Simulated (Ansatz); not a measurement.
The starting structures come from a database of crystals and need not be the phases stable at ambient conditions.

By PBEsol, the system below comes out a metal.

Without scattering a metal conducts by its projected Fermi surface.

Input:

```xyz
1
Lattice="2.7230 0.0000 0.0000 0.0000 2.7230 0.0000 1.3615 -1.3615 1.9255" Properties=species:S:1:pos:R:3 pbc="T T T"
Zn     0.0000     0.0000     0.0000
```

Space group of this cell: Fm-3m, fcc (Cu type). The cell is strained (all lengths scaled by 0.98); by PBEsol its mean pressure is -0.8 GPa.

The current flows along the normal of the first two printed cell vectors, the (001) plane of the conventional cell. No spin-orbit coupling; the value is a mean over 0.1 eV about the Fermi level.

**Question.** Give the ballistic conductance per area that PBEsol (Ansatz, an electronic-structure program) yields.

**Answer.** 1.3 × 10¹⁵ S/m² for both spins.
